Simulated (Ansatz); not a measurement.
VPt₃ (I4/mmm, No. 139) was calculated with r²SCAN in Ansatz (PAW).

Settings: plane-wave cutoff 500 eV, 20×20×20 k mesh, Fermi–Dirac smearing 0.1 eV, spin-polarised start, scalar-relativistic PAW data made under PBE.

Computed at the level's own relaxed cell.

Problem. Give the computed equilibrium volume per atom, lattice parameter a and c axis length.

Solution. 
- equilibrium volume per atom: 14.73 Å³/atom
- lattice parameter a: 3.863 Å
- c axis length: 7.898 Å

The run finds no gap.

Note: the magnetic order was assumed, not searched for or taken from measurement.

Spin–orbit coupling is not included.

Ansatz is a program for electronic structure.
